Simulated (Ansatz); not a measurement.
```cif
data_HfO2
_chemical_formula_sum 'Hf1 O2'
_space_group_name_H-M_alt 'P 1'
_space_group_IT_number 1
_cell_length_a 3.56651
_cell_length_b 3.56651
_cell_length_c 3.56651
_cell_angle_alpha 60.000
_cell_angle_beta 60.000
_cell_angle_gamma 60.000
loop_
_space_group_symop_operation_xyz
  'x, y, z'
loop_
_atom_site_label
_atom_site_type_symbol
_atom_site_fract_x
_atom_site_fract_y
_atom_site_fract_z
_atom_site_occupancy
Hf1 Hf 0.00000 0.00000 0.00000 1
O1 O 0.25000 0.25000 0.25000 1
O2 O 0.75000 0.75000 0.75000 1
```

The cell was generated from a structure type, relaxed within its symmetry, and need not be the phase found at ambient conditions. Dynamical quadrupoles are not included in the interpolation of the phonons between the solved wave vectors. Spin-orbit coupling is not included.

Q: This cell was relaxed within its symmetry with Ansatz (a program for electronic structure), PBEsol functional, plane-wave PAW. Can a quasi-harmonic thermal-expansion study be run on it?

A: No: one of the study's cells has modes far below zero and is most likely at no minimum at this level, though too few k-points were not ruled out (phonon / k mesh 6×6×6 / 12×12×12). The program stopped with this message:

```
vibrations stand at or below zero in cell 4 (0.069 modes a cell, the lowest at -220.1 cm⁻¹): the crystal is at no minimum there, or its k-points are too few: type the crystal that it becomes, another pressure, or a denser kpoints.mp_grid, in a new run
```

The PAW data sets were generated under PBE and serve the other functionals too.

Keys are those of Ansatz 0.2.
